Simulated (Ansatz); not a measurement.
Seebeck coefficient (μV/K, mean over directions) of p-type YSF (P4/nmm) against carrier density, PBEsol, rigid bands run with Ansatz (an electronic-structure program). Computed gap 1.11 eV; densities at which minority carriers matter at this gap, or further valleys turn the trend, are left out. Conductivity mass 0.64 mₑ (harmonic mean over directions), N_v = 5.8e19 cm⁻³ at 300 K.

| hole density | 300 K | 500 K |
|---|---|---|
| 1e16 cm⁻³ | 952 | 1029 |
| 1e17 cm⁻³ | 753 | 830 |
| 1e18 cm⁻³ | ___ | 632 |
| 3e18 cm⁻³ | 461 | ___ |
| 1e19 cm⁻³ | 358 | 434 |
| 3e19 cm⁻³ | 266 | 342 |
| 1e20 cm⁻³ | 171 | ___ |
| 3e20 cm⁻³ | 100 | 170 |
| 1e21 cm⁻³ | 76 | 112 |

Some entries are withheld; supply them.


- 1e18 cm⁻³, 300 K: 555
- 3e18 cm⁻³, 500 K: 537
- 1e20 cm⁻³, 500 K: 245

Rigid bands with a gap fixed in temperature, one relaxation time for all states, no polarons or phonon drag, and whether or not such doping can be reached. Spin-orbit coupling is left out; where it splits the top of the valence band, N_v and the p-type Seebeck coefficient come out somewhat high without it.

Computed structure with no diffraction record at hand here (it may be known, metastable or hypothetical): YSF (P4/nmm).
